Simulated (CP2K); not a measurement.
Band structure of Br (Cmce, 4 atoms in the cell).

```
Br
1.0
    4.10502     0.00000     0.00000
   -1.55266     3.80006     0.00000
    0.00000     0.00000     8.91010
Br
4
Cartesian
  2.19758   3.27185   7.92108
  1.63096   2.42824   3.46603
  0.92140   1.37182   5.44407
  0.35478   0.52821   0.98902
```

Method: PBE, GPW, DZVP-MOLOPT-SR-GTH basis, GTH-PBE potentials (GTH_POTENTIALS) (CP2K).

Settings: CUTOFF = 400 Ry; REL_CUTOFF = 50 Ry; SMEAR/METHOD = FERMI_DIRAC; ELECTRONIC_TEMPERATURE = 232.09 K; KPOINTS/SCHEME = MONKHORST-PACK 5 5 2; GAMMA_CENTERED = T; XC_FUNCTIONAL = PBE; Br/BASIS_SET = DZVP-MOLOPT-SR-GTH; Br/POTENTIAL = GTH-PBE-q7; METHOD = GPW; EPS_DEFAULT = 1e-10; EXTRAPOLATION = USE_GUESS; NGRIDS = 5; SCF_GUESS = ATOMIC.

The starting cell has typed, rounded lattice constants, without a prior relaxation at this level. Its lattice was rescaled by a random factor within 2.5 % of one. Values carry the incompleteness of an atom-centred basis.

**Question.** Predict the gap along the standard path and the places of the band edges.

**Answer.** The gap along the path is 1.48 eV, direct at Γ to within 0.01 eV. Another conduction valley lies within 0.1 eV, so the order of the valleys is not sure.

Levels in eV from the top of the valence band on the SCF mesh, bands 11 to 15:
```
point     11     12     13     14    15
-----  -----  -----  -----  -----  ----
Γ      -0.92  -0.39  -0.03   0.00  1.50
X      -1.08  -0.82  -0.40  -0.06  1.81
S      -0.84  -0.84  -0.24  -0.24  2.23
R      -0.51  -0.51   0.00   0.00  1.93
A      -0.51  -0.51  -0.47  -0.47  1.93
Z      -0.83  -0.83  -0.01  -0.01  1.82
Y      -1.29  -1.10  -0.46  -0.07  1.58
X1     -1.08  -0.82  -0.40  -0.06  1.81
A1     -0.51  -0.51  -0.47  -0.47  1.93
T      -0.92  -0.92  -0.61  -0.61  1.77
```

Higher empty bands are left out: an atom-centred basis made for the valence describes them poorly.
